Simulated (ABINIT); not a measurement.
Worked example: self-consistent single point of Ni3Al (Pm-3m, 4 atoms in the cell) in ABINIT.

Level of theory: PBE, norm-conserving pseudopotentials (PseudoDojo nc-sr-05 PBE standard) (plane waves; ABINIT).

The change in words: lattice scaled by 0.98. Reference geometry:
```
CELL_PARAMETERS angstrom
      3.57000     0.00000     0.00000
      0.00000     3.57000     0.00000
      0.00000     0.00000     3.57000
ATOMIC_POSITIONS crystal
  Al 0.00000 0.00000 0.00000
  Ni 0.00000 0.50000 0.50000
  Ni 0.50000 0.00000 0.50000
  Ni 0.50000 0.50000 0.00000
```
Moments meant for the start (each program seeds them in its own way; μB, in the order of the atoms Al Ni Ni Ni): 0.0 0.5 0.5 0.5.

Reference input (self-consistent single point, DFT, PBE, plane waves, norm-conserving pseudopotentials (PseudoDojo nc-sr-05 PBE standard)): pseudos = [Al.upf, Ni.upf]; ecut = 98 Ry; nsppol = 2; occopt = 7; tsmear = 0.136 eV; ngkpt = 7 7 7; nshiftk = 1; shiftk = 0 0 0; potentials = PseudoDojo nc-sr-05 PBE standard; nband = 39; kptopt = 1; nstep = 60. This run's input differs from it in these lines:

```diff
@@ -3,3 +3,3 @@
 pseudos "Al.upf, Ni.upf"
-acell 6.7463222649 6.7463222649 6.7463222649
+acell 6.6113958196 6.6113958196 6.6113958196
 rprim
@@ -14,5 +14,5 @@
          0.0000000000    0.0000000000    0.0000000000
-         0.0000000000    1.7850000000    1.7850000000
-         1.7850000000    0.0000000000    1.7850000000
-         1.7850000000    1.7850000000    0.0000000000
+         0.0000000000    1.7493000000    1.7493000000
+         1.7493000000    0.0000000000    1.7493000000
+         1.7493000000    1.7493000000    0.0000000000
       Angstrom
```

The program printed (abridged):

```
--- !BeginCycle
solver: {iscf: 7, nstep: 60, nline: 4, wfoptalg: 0, }
tolerances: {tolvrs: 1.00E-10, }
...

     iter   Etot(hartree)     deltaE(h) residm    vres2    magn
 ETOT  1  -504.62040779476    -5.05E+02 4.98E-01 4.18E+02 0.235
 ETOT  2  -504.62971020940    -9.30E-03 2.34E-02 9.46E+03 0.031
 ETOT  3  -505.58639899897    -9.57E-01 2.02E-02 1.56E+03 0.236
 ETOT  4  -505.57460598929     1.18E-02 5.40E-03 1.68E+03 0.225
 ETOT  5  -505.74767036729    -1.73E-01 5.11E-03 2.57E+01 0.487
   [... 8 lines left out ...]
 ETOT 14  -505.74966014239    -2.33E-10 1.06E-03 2.81E-07 0.731
 ETOT 15  -505.74966014260    -2.13E-10 4.80E-04 7.36E-09 0.731
 ETOT 16  -505.74966014260     8.07E-12 8.56E-04 2.84E-10 0.731
 ETOT 17  -505.74966014260    -4.32E-12 3.31E-04 1.39E-11 0.731
 At SCF step   17       vres2   =  1.39E-11 < tolvrs=  1.00E-10 =>converged.

 Cartesian components of stress tensor (hartree/bohr^3)
  sigma(1 1)= -4.06190581E-04  sigma(3 2)=  0.00000000E+00
  sigma(2 2)= -4.06190581E-04  sigma(3 1)=  0.00000000E+00
  sigma(3 3)= -4.06190581E-04  sigma(2 1)=  0.00000000E+00

 Integrated electronic and magnetization densities in atomic spheres:
 Radius=ratsph(iatom), smearing ratsm=  0.0000. Diff(up-dn)=approximate z local magnetic moment.
 Atom    Radius    up_density   dn_density  Total(up+dn)  Diff(up-dn)
    1   2.00000     0.508217     0.520746      1.028963    -0.012529
    2   2.00000     8.356719     8.083518     16.440236     0.273201
    3   2.00000     8.356719     8.083518     16.440236     0.273201
    4   2.00000     8.356719     8.083518     16.440236     0.273201
   [... lines left out ...]
 Total magnetization (from the atomic spheres):             0.807072
 Total magnetization (exact up - dn):                       0.730962
 Fermi (or HOMO) energy (eV) =  11.29383   Average Vxc (eV)= -13.36062
   [... lines left out ...]
total_energy        : -5.05749660142600E+02
total_energy_eV     : -1.37621481392048E+04
band_energy         : -4.40784145429449E+01
...

-Cartesian components of stress tensor (GPa)         [Pressure=  1.1951E+01 GPa]
- sigma(1 1)= -1.19505375E+01  sigma(3 2)=  0.00000000E+00
- sigma(2 2)= -1.19505375E+01  sigma(3 1)=  0.00000000E+00
- sigma(3 3)= -1.19505375E+01  sigma(2 1)=  0.00000000E+00

 Calculation completed.
```

The run converged in 17 iterations. Against the reference run the free energy goes up by 22.5 meV/atom, the pressure goes from -0.54 to 11.95 GPa and the size of the net moment hardly changes (0.19 to 0.18 μB/atom).

The starting cell has typed, rounded lattice constants, without a prior relaxation at this level. For this run, on top of that: lattice scaled by 0.98. The magnetic order is the one reached from the typed start; others were not searched systematically. With a pressure of about 12 GPa the cell is away from its equilibrium volume at this level.

Cost on one core of a shared machine: roughly 8 min.
